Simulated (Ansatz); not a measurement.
# GaP, alloy series

The reference is GaP in the zinc blende structure (space group F-43m, No. 216; a = 5.4514 Å).

The other end (x = 1) is InP in the zinc blende structure (space group F-43m, No. 216): 25.76 Å³/atom, gap 1.03 eV.

In replaces a fraction x of Ga; each row is one arrangement (x, atoms in the cell, starting space group or random), fully relaxed.

Method: Ansatz (a program for electronic structure), r2SCAN, PAW, cutoff 500 eV, without spin-orbit coupling.

Candidates:
(a) x(In) = 0.333, 6 atoms, I-4m2
(b) x(In) = 0.25, 8 atoms, Cm
(c) x(In) = 0.75, 8 atoms, Pmm2
(d) x(In) = 0.5, 8 atoms, P-4m2
(e) x(In) = 0.5, 4 atoms, P-4m2

Base values:

| Property | Value |
|---|---|
| Band gap | 1.85 eV |

Order them by band gap, highest first.

(a) x(In) = 0.333, 6 atoms, I-4m2 (1.62 eV), (b) x(In) = 0.25, 8 atoms, Cm (1.58 eV), (d) x(In) = 0.5, 8 atoms, P-4m2 (1.43 eV), (e) x(In) = 0.5, 4 atoms, P-4m2 (1.36 eV), (c) x(In) = 0.75, 8 atoms, Pmm2 (1.18 eV)

Each cell is one ordered arrangement of few atoms, which overstates ordering effects compared with a random alloy. Gaps are read on the SCF mesh and a high-symmetry path. Whether these cells are dynamically stable was not tested.
